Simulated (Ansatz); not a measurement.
Consider the following.

```
CELL_PARAMETERS angstrom
      0.00000     2.84981     2.75596
      2.84981     0.00000     2.75596
      2.84981     2.84981     0.00000
ATOMIC_POSITIONS crystal
  Be 0.00000 0.00000 0.00000
  Te 0.75000 0.75000 0.75000
```

All values below come from r2SCAN with spin-orbit coupling, rigid bands (plane waves, PAW; Ansatz, a first-principles code). Condition of this run: uniaxial stress zz = 2 GPa (compression positive) (the target of the relaxation). Geometry: cell and atoms relaxed with r2SCAN, then loaded as said.

Question: What conductivity effective mass do dilute holes have at 300 K?

Answer: 0.39 (x), 0.39 (y), 0.33 (z) mₑ.

Question: What conductivity effective mass do dilute electrons have at 300 K?

Answer: 0.28 (x), 0.28 (y), 2.1 (z) mₑ.

Question: And the band gap?

Answer: 1.84 eV at this level; semilocal functionals usually fall short of the measured gap.

Rigid bands, one relaxation time for all states, no polarons.
